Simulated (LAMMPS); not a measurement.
LAMMPS 22 Jul 2025, classical MD, EAM (W_zhou.eam.alloy): W, 2662 atoms.

* **task**: MD, nve
* **potential**: EAM, W_zhou.eam.alloy
* **copies of the repeat unit**: 11×11×11
* **shape (slab and sphere leave vacuum in the box)**: bulk
* **neighbor skin**: 2 Å
* **neigh_modify**: every 1 delay 0 check yes
* **newton**: on (default)
* **atom_modify sort (bins of 2 Å where set)**: 1000 (default)
* **comm_style**: brick (default)
* **box**: 34.8 × 34.8 × 34.8 Å
* **start**: generated bcc lattice, warmed in an untimed run

All runs start from one configuration, warmed at this fixed volume for 1000 steps under a thermostat at 600 K. The run at the shortest step has a mean temperature of 599 K and a mean pressure of 2.1 GPa.

Each run covers about 2.0 ps at constant energy (mean temperature 599 K at the shortest step); σ is the standard deviation over the printed steps. Each setting ran once; only counts and results are compared.

Steps tried: 0.5 fs, 1 fs, 2 fs, 2.5 fs, 4 fs, 5 fs, 8 fs, 10 fs, 16 fs, 20 fs, 32 fs.

Problem. Up to which step does the ratio σ(E total)/σ(E kinetic) stay under 5 %, and what happens beyond?

Solution. 10 fs.

```tsv
time step	σ(E total)/σ(E kinetic)	last minus first total energy (meV/atom)	mean temperature (K)
0.5 fs	6.2e-5	under 0.001	599
1 fs	0.00025	under 0.001	599
2 fs	0.00099	under 0.001	599
2.5 fs	0.0015	under 0.001	599
4 fs	0.0040	−0.0017	598
5 fs	0.0062	−0.0021	597
8 fs	0.016	+0.0015	594
10 fs	0.025	+0.014	592
16 fs	0.072	+0.19	580
20 fs	0.13	+0.39	570
32 fs	0.68	+6.6	527
```

The bar is a choice.
